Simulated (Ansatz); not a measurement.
An Ansatz (a first-principles code) run: Sn4Au with a change (pressure −1 GPa); PBEsol/PAW in Ansatz, no SOC.

Input:

Ansatz 0.2 input:
```yaml
crystal:
  lattice:
    - [3.2612274023, -5.8800548772, 0]
    - [3.2612274023, 5.8800548772, 0]
    - [0, 0, 6.4897146564]
  atoms:
    - { symbol: Sn, position: [0.4673982373, 0.2060515545, 0.8330423094] }
    - { symbol: Sn, position: [0.5326017627, 0.7939484455, 0.8330423094] }
    - { symbol: Sn, position: [0.2060515545, 0.4673982373, 0.1669576906] }
    - { symbol: Sn, position: [0.7939484455, 0.5326017627, 0.1669576906] }
    - { symbol: Sn, position: [0.0326017627, 0.2939484455, 0.6669576906] }
    - { symbol: Sn, position: [0.9673982373, 0.7060515545, 0.6669576906] }
    - { symbol: Sn, position: [0.2939484455, 0.0326017627, 0.3330423094] }
    - { symbol: Sn, position: [0.7060515545, 0.9673982373, 0.3330423094] }
    - { symbol: Au, position: [0, 0, 0] }
    - { symbol: Au, position: [0.5, 0.5, 0.5] }
basis: { ecutwfc: 420, ecutrho_ratio: 4, xc_grid: 2, fft_grid_basis: typed }
kpoints: { mp_grid: { grid: [8, 8, 7] } }
hamiltonian:
  xc: pbesol
  dispersion: none
  pseudopotentials: { kind: paw }
scf: { occupations: { method: fermi_dirac, width: 0.05 } }
relax: { f_tol: 0.01, max_steps: 60, cell: { stress_tol: 0.02, p_target: -1.0 } }
output: { forces: true, stress: true }
checkpoint: { write: state.ck, write_every: 1000 }
```

Output (explanatory and most iteration lines left out):

```
Relaxation: its limit of steps is 60 (relax.max_steps)
Pseudopotential: Sn, paw, valence charge 14
Pseudopotential: Au, paw, valence charge 19
Crystal: 10 atoms, lattice volume = 248.896 Å³
Basis set: ecut = 420 eV, 4857 PW (Γ), exchange–correlation on 90×90×90 points (8 copies of the dense FFT grid, shifted against one another)
Bands: 90, of which v1, the nominal top of the filled ones, is band 75 counted from 1 (74 counted from 0)
Symmetry: 8 space group operations
Space group: Ccce (ITA 68), of the structure as read, at distance tolerance 6.3e-5 Å
k-points: 84 of 448
Functional: x = pbesol(κ = 0.804, μ = 0.12345679012345678), c = pbesol(β = 0.046)
SCF iter   1: F=—  HF=-73613.525759 eV  |F-HF|=—  |Δ(HF+E_count)|=         —  Δρ=3.33e-3  dr2=1.82e-2  ethr=1.77e-3  ⟨swp⟩=6.2  Hψ=29253  notcnv=0  defer=190
SCF iter   2: F=—  HF=-73613.519268 eV  |F-HF|=—  |Δ(HF+E_count)|=   6.49e-3  Δρ=1.50e-3  dr2=3.99e-3  ethr=1.21e-5  ⟨swp⟩=2.0  Hψ=14112  notcnv=0  defer=316
SCF 1 converged in 7 iterations: F = -73613.518195 eV  dr2 = 2.92e-8
relax step   1: F+E_penalty+E_count = -73613.51819456 eV  Δ(F+E_penalty+E_count) = +0.000e0 eV  max|allowed force component| = 1.689e-4 eV/Å  Δτ_max = 0.0000 Å  P = -0.000 GPa  Ω = 248.896 Å³  (7 SCF iters, dr2 threshold 1.00e-7 eV, accepted)
[... steps on the carried basis left out ...]
relax step   5: F+E_penalty+E_count = -73613.50503062 eV  Δ(F+E_penalty+E_count) = -1.054e-3 eV  max|allowed force component| = 7.974e-4 eV/Å  Δτ_max = 0.0000 Å  P = -1.001 GPa  Ω = 253.041 Å³  stress off target by 5.57e-3 GPa  SCF on the basis re-selected at this cell (its energy is not comparable with the rows above)  (6 SCF iters)
SCF converged after 6 iterations
Free energy (F): -73613.505031 eV
Internal energy: -73613.470297 eV  (E = F + TS)
E sigma→0 (E₀):  -73613.487664 eV
Entropy (-TS):   -0.034733 eV (-3.473 meV/atom)
Fermi energy:    12.010910 eV
--- Forces (eV/Å), atoms counted from 1 ---
  atom   1  Sn    -0.00079736     0.00010968     0.00063755
  atom   2  Sn     0.00079736    -0.00010968     0.00063755
  atom   3  Sn    -0.00079736    -0.00010968    -0.00063755
  atom   4  Sn     0.00079736     0.00010968    -0.00063755
  atom   5  Sn     0.00079736    -0.00010968    -0.00063755
  atom   6  Sn    -0.00079736     0.00010968    -0.00063755
  atom   7  Sn     0.00079736     0.00010968     0.00063755
  atom   8  Sn    -0.00079736    -0.00010968     0.00063755
  atom   9  Au    -0.00000000     0.00000000    -0.00000000
  atom  10  Au     0.00000000    -0.00000000     0.00000000
--- Stress (GPa, compression-positive) ---
       -1.005567      -0.000000       0.000000
       -0.000000      -0.999976      -0.000000
        0.000000      -0.000000      -0.996880
  P = ⅓ Tr σ = -1.0008 GPa (-10.008 kbar)
--- Relaxed structure (4 steps of the walk, 4 accepted, 1 SCFs on fresh bases) ---
  cell:  # Å, volume = 253.0409 Å³
    - [3.2769495262175363, -5.915625231577707, -6.1395478696959124e-33]
    - [3.2769495262175363, 5.915625231577707, -3.14651950710899e-33]
    - [-1.0034246811128858e-32, 1.6516767647031413e-33, 6.526649977267659]
  atoms:
    - { symbol: Sn, position: [0.4663266180652297, 0.20596242643664933, 0.8328439445892631] }
    - { symbol: Sn, position: [0.5336733819347703, 0.7940375735633507, 0.8328439445892631] }
    - { symbol: Sn, position: [0.20596242643664933, 0.4663266180652297, 0.1671560554107369] }
    - { symbol: Sn, position: [0.7940375735633507, 0.5336733819347703, 0.1671560554107369] }
    - { symbol: Sn, position: [0.03367338193477043, 0.2940375735633507, 0.6671560554107369] }
    - { symbol: Sn, position: [0.9663266180652295, 0.7059624264366493, 0.6671560554107369] }
    - { symbol: Sn, position: [0.2940375735633507, 0.03367338193477043, 0.3328439445892632] }
    - { symbol: Sn, position: [0.7059624264366493, 0.9663266180652295, 0.3328439445892632] }
    - { symbol: Au, position: [6.684093320680819e-21, -3.411139850245762e-20, 8.353234540261878e-22] }
    - { symbol: Au, position: [0.5, 0.5, 0.5] }
```

Load acts through the strain it causes; cell and atoms are relaxed under it. No phonon test of stability was made. The cell was made from Sn$_{4}$Au (space group Ccce, No. 68; a cell from a computed database, its experimental status unchecked) by this change: pressure −1 GPa.
